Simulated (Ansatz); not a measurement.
A constructed model of the (111) surface of fcc Ir, a layer of Mg in place of the second plane (bottom of the slab: a bare face, its two planes held)

These are PBE (plane waves to 420 eV, PAW; Ansatz, an electronic-structure program) values and carry that method's errors.

Set-up: 6 atoms, 11.2 Å thick at the start with caps and adatoms (thin: gaps and levels are the slab's own); mesh 16x16x1; 0.1 eV smearing; dipole correction on; 2 atoms held, the rest relaxed; symmetry of the start imposed; no spin, no spin-orbit, no U. In PBE it is, or lies within 0.01 eV a 1x1 cell of, the lowest of the 2 structures of its composition computed so far; subsurface sites and larger cells were not tried.

- work function of the top face: 5.48 eV
- energy released by relaxation: 0.014 eV
- cost: roughly 2.2 core-minutes
